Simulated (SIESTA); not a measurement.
## Input and output of a self-consistent single point for TcN (P4_2/mmc, 4 atoms in the cell) (SIESTA)

Level of theory: GGA PBEsol, numerical atomic orbitals DZP, PseudoDojo PBEsol standard norm-conserving potentials (rewritten from UPF to PSML) in SIESTA.

This input was run:

```
# files in the folder: Tc.psml N.psml (PseudoDojo PBEsol standard)
SystemName  TcN
SystemLabel tcn

NumberOfAtoms                4
NumberOfSpecies              2
%block ChemicalSpeciesLabel
  1 43 Tc
  2 7 N
%endblock ChemicalSpeciesLabel
LatticeConstant              1.0 Bohr
%block LatticeVectors
     5.029479625    0.000000000    0.000000000
     0.000000000    5.029479625    0.000000000
     0.000000000    0.000000000   11.379637815
%endblock LatticeVectors
AtomicCoordinatesFormat      Fractional
%block AtomicCoordinatesAndAtomicSpecies
     0.500000000    0.000000000    0.500000000  1
     0.000000000    0.500000000    0.000000000  1
     0.000000000    0.000000000    0.750000000  2
     0.000000000    0.000000000    0.250000000  2
%endblock AtomicCoordinatesAndAtomicSpecies

XC.functional                GGA
XC.authors                   PBEsol
PAO.BasisSize                DZP
PAO.EnergyShift              0.01 Ry
MeshCutoff                   400 Ry
%block kgrid.MonkhorstPack
    8   0   0  0.0
    0   8   0  0.0
    0   0   4  0.0
%endblock kgrid.MonkhorstPack
OccupationFunction           FD
ElectronicTemperature        100.0 meV

MaxSCFIterations             150
SCF.Mixer.Method             Pulay
SCF.Mixer.Weight             0.1
SCF.Mixer.History            6
SCF.DM.Tolerance             1.0E-05
Diag.ParallelOverK           true
WriteForces                  true
Charge.Mulliken              end
```

Log, with long lists cut:

```
reinit: Reading from file input.fdf

reinit: System Name: TcN
reinit: System Label: tcn

coor:   Atomic-coordinates input format  =     Fractional

siesta: Atomic coordinates (Bohr) and species
siesta:      2.51474   0.00000   5.68982  1        1
siesta:      0.00000   2.51474   0.00000  1        2
siesta:      0.00000   0.00000   8.53473  2        3
siesta:      0.00000   0.00000   2.84491  2        4

siesta: System type = bulk

initatomlists: Number of atoms, orbitals, and projectors:      4    64    52

siesta: ******************** Simulation parameters ****************************
redata: Spin configuration                          = none
redata: Time-Reversal Symmetry                      = T
redata: Number of Atomic Species                    =        2
redata: Mesh Cutoff                                 =   400.0000 Ry
redata: Net charge of the system                    =     0.0000 |e|
redata: Min. number of SCF Iter                     =        0
redata: Max. number of SCF Iter                     =      150
redata: SCF convergence failure will abort job
redata: SCF mix quantity                            = Hamiltonian
redata: Mix DM or H after convergence               =   F
redata: Recompute H after scf cycle                 =   F
redata: Mix DM in first SCF step                    =   T
redata: No kicks to SCF
redata: DM Mixing Weight for Kicks                  =     0.5000
redata: Require Harris convergence for SCF          =   F
redata: Harris energy tolerance for SCF             =     0.000100 eV
redata: Require DM convergence for SCF              =   T
redata: DM tolerance for SCF                        =     0.000010
redata: Require EDM convergence for SCF             =   F
redata: EDM tolerance for SCF                       =     0.001000 eV
redata: Require H convergence for SCF               =   T
redata: Hamiltonian tolerance for SCF               =     0.001000 eV
   [... lines left out ...]
diag: Parallel distribution                         =     1 x     1
diag: Used triangular part                          = Lower
diag: Absolute tolerance                            =  0.100E-15
diag: Orthogonalization factor                      =  0.100E-05
diag: Memory factor                                 =  1.0000

superc: Internal auxiliary supercell:     7 x     7 x     3  =     147
superc: Number of atoms, orbitals, and projectors:    588   9408   7644

                        Single-point calculation

superc: Internal auxiliary supercell:     7 x     7 x     3  =     147
superc: Number of atoms, orbitals, and projectors:    588   9408   7644

outcell: Unit cell vectors (Ang):
        2.661486    0.000000    0.000000
        0.000000    2.661486    0.000000
        0.000000    0.000000    6.021845

outcell: Cell vector modules (Ang)   :    2.661486    2.661486    6.021845
outcell: Cell angles (23,13,12) (deg):     90.0000     90.0000     90.0000
outcell: Cell volume (Ang**3)        :     42.6558
new_DM -- step:     1
Initializing Density Matrix...

Attempting to read DM from file... Failed...
DM filled with atomic data:

InitMesh: MESH = 36 x 36 x 80 = 103680
InitMesh: Mesh cutoff (required, used) =   400.000   487.779 Ry

stepf: Fermi-Dirac step function
        iscf     Eharris(eV)        E_KS(eV)     FreeEng(eV)     dDmax    Ef(eV) dHmax(eV)
   scf:    1    -5123.358911    -5164.065086    -5164.159896  1.572899 -4.290328  9.314233
   scf:    2    -5176.713439    -5171.093826    -5171.186735  0.092686 -4.703022  5.937731
   scf:    3    -5174.114866    -5174.767330    -5174.867598  0.259220 -5.268064  1.650333
   scf:    4    -5167.738119    -5172.710831    -5172.808006  0.167963 -5.039629  4.043149
   scf:    5    -5174.734568    -5174.937861    -5175.045194  0.194390 -5.480513  0.599087
   scf:    6    -5174.966977    -5174.987051    -5175.092020  0.035982 -5.425335  0.188445
   [... 2 lines left out ...]
   scf:    9    -5174.991006    -5174.990711    -5175.096288  0.002552 -5.432395  0.001767
   scf:   10    -5174.990707    -5174.990709    -5175.096287  0.000028 -5.432360  0.002879
   scf:   11    -5174.990688    -5174.990699    -5175.096288  0.000110 -5.432431  0.001242
   scf:   12    -5174.990688    -5174.990693    -5175.096288  0.000063 -5.432507  0.000097
   scf:   13    -5174.990694    -5174.990694    -5175.096288  0.000008 -5.432499  0.000031
SCF Convergence by DM+H criterion
max |DM_out - DM_in|         :     0.0000082541
max |H_out - H_in|      (eV) :     0.0000305145
SCF cycle converged after 13 iterations

Using DM_out to compute the final energy and forces

siesta: E_KS(eV) =            -5174.9907

siesta: E_KS - E_eggbox =     -5174.9907

siesta: Atomic forces (eV/Ang):
     1   -0.000000    0.000000   -0.000000
     2    0.000000   -0.000000   -0.000000
     3    0.000000    0.000000   -0.000000
     4   -0.000000   -0.000000    0.000000
   Tot    0.000000    0.000000   -0.000000
   Max    0.000000
   Res    0.000000    sqrt( Sum f_i^2 / 3N )
   Max    0.000000    constrained

Stress tensor Voigt[x,y,z,yz,xz,xy] (kbar):      -98.25      -98.25     -188.14       -0.00       -0.00       -0.00
(Free)E + p*V (eV/cell)    -5171.6828
Target enthalpy (eV/cell)    -5175.0963

siesta: Program's energy decomposition (eV):
siesta: Ebs     =     -1088.752880
siesta: Eions   =      8988.616578
siesta: Ena     =      2294.600199
siesta: Ekin    =      1858.395842
siesta: Enl     =       506.600451
siesta: Eso     =         0.000000
siesta: Edftu   =         0.000000
siesta: DEna    =        52.014084
siesta: DUscf   =         1.171207
siesta: DUext   =         0.000000
siesta: Ex      =      -830.493615
siesta: Ec      =       -68.662283
siesta: Exc     =      -899.155898
siesta: Eharris =     -5174.990694
siesta: Etot    =     -5174.990694
siesta: FreeEng =     -5175.096288

siesta: Stress tensor (static) (eV/Ang**3):
siesta:    -0.061321   -0.000000   -0.000000
siesta:    -0.000000   -0.061321   -0.000000
siesta:    -0.000000   -0.000000   -0.117428

siesta: Cell volume =         42.655786 Ang**3

siesta: Pressure (static):
siesta:                Solid            Molecule  Units
siesta:           0.00087156          0.00087156  Ry/Bohr**3
siesta:           0.08002318          0.08002318  eV/Ang**3
siesta:         128.21127420        128.21127690  kBar

mulliken: Atomic and Orbital Populations:

Species: Tc
Atom  Qatom  Qorb
               4s      5s      5s      4py     4pz     4px     5py     5pz
               5px     4dxy    4dyz    4dz2    4dxz    4dx2-y2 4dxy    4dyz
               4dz2    4dxz    4dx2-y2
   1 14.402   1.899   0.354   0.183   1.948   1.946   1.934   0.288   0.248
              0.268   1.280   1.061   1.079   0.616   1.231  -0.092  -0.009

              0.063   0.179  -0.075
   2 14.402   1.899   0.354   0.183   1.934   1.946   1.948   0.268   0.248
              0.288   1.280   0.616   1.079   1.061   1.231  -0.092   0.179

              0.063  -0.009  -0.075

Species: N
Atom  Qatom  Qorb
               2s      2s      2py     2pz     2px     2py     2pz     2px
               3Pdxy   3Pdyz   3Pdz2   3Pdxz   3Pdx2-y2
   3  5.598   1.629   0.007   1.326   1.259   1.326  -0.059   0.046  -0.059
              0.020   0.028   0.030   0.028   0.019
   4  5.598   1.629   0.007   1.326   1.259   1.326  -0.059   0.046  -0.059
              0.020   0.028   0.030   0.028   0.019

mulliken: Qtot =       40.000

Mulliken Atomic Populations:
Atom #   charge [q] valence [e]  Species
     1     0.598029   14.401971  Tc
     2     0.598030   14.401970  Tc
     3    -0.598029    5.598029  N
     4    -0.598029    5.598029  N
 Total     0.000000
```

The run converged in 13 iterations.

The starting cell comes from a database of computed structures (which also holds hypothetical and non-ambient phases and stackings), without a prior relaxation at this level. Its lattice was rescaled by a random factor within 2.5 % of one. Spin polarisation is off. Values carry the incompleteness of an atom-centred basis. With a pressure of about 13 GPa the cell is away from its equilibrium volume at this level.
